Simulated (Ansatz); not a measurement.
**A computed series for hypothetical P6_3/mmc SiS2: pressure series**

Consider SiS$_{2}$ in the 2H-MoS2 type structure (space group P6_3/mmc, No. 194; a = 3.210 Å, c = 11.767 Å; a hypothetical phase, not in the database extracts checked; layered, stacked along the Cartesian z axis).

Cell and atoms are relaxed at each pressure.

Levels (all Ansatz, a program for electronic structure, PAW): PBE-D3(BJ) (420 eV, scalar-relativistic without spin-orbit coupling); r2SCAN+rVV10 (500 eV, no spin-orbit coupling).

The base cell above is that of PBE-D3(BJ); each level relaxes its own structures.

```json
[
 {"case": "pressure −1 GPa", "shortest interatomic distance, PBE-D3(BJ)": "2.363 Å", "shortest interatomic distance, r2SCAN+rVV10": "2.364 Å"},
 {"case": "pressure 0.9 GPa", "shortest interatomic distance, PBE-D3(BJ)": "2.351 Å", "shortest interatomic distance, r2SCAN+rVV10": "2.354 Å"},
 {"case": "pressure 2.1 GPa", "shortest interatomic distance, PBE-D3(BJ)": "2.345 Å", "shortest interatomic distance, r2SCAN+rVV10": "2.347 Å"},
 {"case": "pressure 4.5 GPa", "shortest interatomic distance, PBE-D3(BJ)": "2.333 Å", "shortest interatomic distance, r2SCAN+rVV10": "2.336 Å"},
 {"case": "pressure 9 GPa", "shortest interatomic distance, PBE-D3(BJ)": "2.317 Å", "shortest interatomic distance, r2SCAN+rVV10": "2.316 Å"},
 {"case": "pressure 15 GPa", "shortest interatomic distance, PBE-D3(BJ)": "2.295 Å", "shortest interatomic distance, r2SCAN+rVV10": "2.295 Å"},
 {"case": "pressure 22.5 GPa", "shortest interatomic distance, PBE-D3(BJ)": "2.270 Å", "shortest interatomic distance, r2SCAN+rVV10": "2.273 Å"},
 {"case": "pressure 30 GPa", "shortest interatomic distance, PBE-D3(BJ)": "2.249 Å", "shortest interatomic distance, r2SCAN+rVV10": "2.253 Å"}
]
```

The two levels differ by at most about 0.003 Å. They put the cases in the same order.

Load acts through the strain it causes; cell and atoms are relaxed under it. No phonon test of stability was made. No other phases were tried under pressure. The final runs are not spin-polarised.
